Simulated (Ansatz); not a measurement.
We consider antifluorite K₂S, described by BLYP (PAW; Ansatz, an electronic-structure program).

Settings: plane-wave cutoff 520 eV, 8×8×8 k mesh, Fermi–Dirac smearing 0.01 eV, scalar-relativistic PAW data made under PBE.

Energies at three volumes about the minimum:

```json
[
 {"V (Å³/atom)": "35.405", "E − E_lowest (meV/atom)": "0.77"},
 {"V (Å³/atom)": "36.127", "E − E_lowest (meV/atom)": "0.00"},
 {"V (Å³/atom)": "36.850", "E − E_lowest (meV/atom)": "0.74"}
]
```

### Question
Fit a parabola by hand: where is the minimum, what lattice constant follows, and what is the bulk modulus?

### Answer
Slopes: (0.00 − 0.77)/(36.127 − 35.405) = -1.066 and (0.74 − 0.00)/(36.850 − 36.127) = 1.024 meV/Å³. Curvature E″ = 2 × (1.024 − (-1.066))/(36.850 − 35.405) = 2.893 meV/Å⁶. From the middle of the first interval, the slope vanishes at V0 = 35.7660 − (-1.066)/2.893 = 36.134 Å³/atom. B = V0 E″ = 36.134 × 2.893 meV/Å³ × 0.1602 GPa per meV/Å³ = 16.7 GPa. With 12 atoms in the cube, a = (12 × 36.134)^(1/3) = 7.569 Å. The full Birch–Murnaghan fit to all volumes gives V0 = 36.121 Å³/atom and B0 = 16.8 GPa.

Measured, for comparison: lattice constant a 7.391 Å (temperature not stated, not corrected to a static lattice; as tabulated in Syrotyuk et al. (2015), arXiv:1510.06546).
